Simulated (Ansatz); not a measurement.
The reference is Ta in the bcc (W type) structure (space group Im-3m, No. 229; a = 3.3061 Å; relaxed with 0.1 eV smearing).

Calculations: r2SCAN (Ansatz, a quantum-chemistry and plane-wave program), spin-orbit coupling left out.

Strains are applied to the cell and any free atomic positions relax.

One change was made to it. Results:

The energy increases by 68 meV/atom; the pressure goes from zero to 17.6 GPa.

Problem. Which of these changes matches the shifts?
A) isotropic strain −0.50 %
B) isotropic strain −2.50 %
C) isotropic strain −1.00 %
D) isotropic strain −3.00 %
E) isotropic strain −2.00 %

Solution. B, isotropic strain −2.50 %. For comparison, the energy relative to the base in the other runs: isotropic strain −2.00 % gives +43 meV/atom; isotropic strain −0.50 % gives +2.6 meV/atom; isotropic strain −1.00 % gives +11 meV/atom; isotropic strain −3.00 % gives +100 meV/atom.

No phonon test of stability was made. All final runs are without spin polarisation.
